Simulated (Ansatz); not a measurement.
The parent structure is Na in the bcc (W type) structure (space group Im-3m, No. 229).

```
CELL_PARAMETERS angstrom
     -2.09840     2.09840     2.09840
      2.09840    -2.09840     2.09840
      2.09840     2.09840    -2.09840
ATOMIC_POSITIONS crystal
  Na 0.00000 0.00000 0.00000
```

Level of theory: DFT with PBE, PAW potentials and a 420 eV plane-wave cutoff in Ansatz (a program for electronic structure), no SOC, earlier PAW set.

Base values:

The volume per atom comes out as 36.96 Å³.

One thing is altered: a hydrostatic pressure of 9 GPa.

Question: What does the calculation give for the volume per atom after the change?

Answer: The volume per atom falls by 14.01 Å³ (36.96 Å³ → 22.95 Å³).

Load acts through the strain it causes; cell and atoms are relaxed under it. Whether these cells are dynamically stable was not tested. No other phases were tried under pressure.
